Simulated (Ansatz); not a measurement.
## MgO: tensor shear ε_xy = +1.43 %

The reference is MgO in the rock salt structure (space group Fm-3m, No. 225; a = 4.204 Å). Axes: x, y, z lie along the cube axes.

Modification: tensor shear ε_xy = +1.43 % (engineering shear γ = 0.0286), atoms relaxed at fixed cell.

Computed with Ansatz (a first-principles code) r2SCAN, no SOC. k-mesh 13×13×13 (Γ-centred); smearing 0.05 eV (Fermi–Dirac).

* **Volume per atom**: 9.29 Å³ (base 9.29 Å³)
* **Space group**: Immm (No. 71) (base Fm-3m (No. 225))
* **Shortest interatomic distance**: 2.102 Å (base 2.102 Å)
* **Energy relative to the base (free energy F)**: +3.7 meV/atom
* **Pressure (mean of the normal stresses, compression positive)**: 0.04 GPa (base 0.00 GPa)
* **Band gap**: 5.56 eV (base 5.68 eV)
* **Gap character**: direct at Γ (base direct at Γ)
* **Valence-band top at Γ (three highest levels, from the VBM)**: 0.00, -0.11, -0.22 eV (base 0.00, 0.00, 0.00 eV)
* **Stress (xx, yy, zz, yz, xz, xy; compression positive)**: (0.10, 0.10, -0.08, 0.00, 0.00, -4.49) GPa

Final structure:

```
CELL_PARAMETERS angstrom
      0.03006     2.10221     2.10221
      2.10221     0.03006     2.10221
      2.13228     2.13228     0.00000
ATOMIC_POSITIONS crystal
  Mg 0.00000 0.00000 0.00000
  O  0.50000 0.50000 0.50000
```

The cells carry an imposed strain or load. Whether these cells are dynamically stable was not tested. Labels are those of the standard path for the cell's own space group.
